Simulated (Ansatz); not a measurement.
Start from CaO in the rock salt structure (space group Fm-3m, No. 225).

```
CaO
1.0
    0.00000     2.38348     2.38348
    2.38348     0.00000     2.38348
    2.38348     2.38348     0.00000
Ca O
1 1
Direct
  0.00000   0.00000   0.00000
  0.50000   0.50000   0.50000
```

The values are results of plane-wave PAW DFT at the PBEsol level (Ansatz, a quantum-chemistry and plane-wave program, 420 eV), no spin-orbit coupling, not measurements.

Carriers are added at fixed cell with a uniform background; the Fermi–Dirac width is that of 300 K.

One change was made to it. Results:

```json
[
 {"quantity": "Fermi level relative to the doped band's edge (positive inside the band; to 0.05 eV)", "base": "–", "after": "+0.75 eV"},
 {"quantity": "gap between the host's bands", "base": "3.54 eV", "after": "3.56 eV"},
 {"quantity": "gap character", "base": "indirect, Γ → X", "after": "indirect, Γ → X"}
]
```

Q: Name the change that was made.
A) electrons 2.0×10^22 cm⁻³
B) electrons 7.0×10^21 cm⁻³
C) electrons 5.0×10^21 cm⁻³

A: C, electrons 5.0×10^21 cm⁻³. For comparison, the Fermi level from band edge in the other runs: electrons 2.0×10^22 cm⁻³ gives +1.70 eV; electrons 7.0×10^21 cm⁻³ gives +0.95 eV.

Charged cell with a jellium background: band edges are those of the host's band count, energies are not comparable with the neutral cell, and many-body gap narrowing is missing. Stability against distortions was not tested. The base started in Cmce and relaxed to Fm-3m at this level.
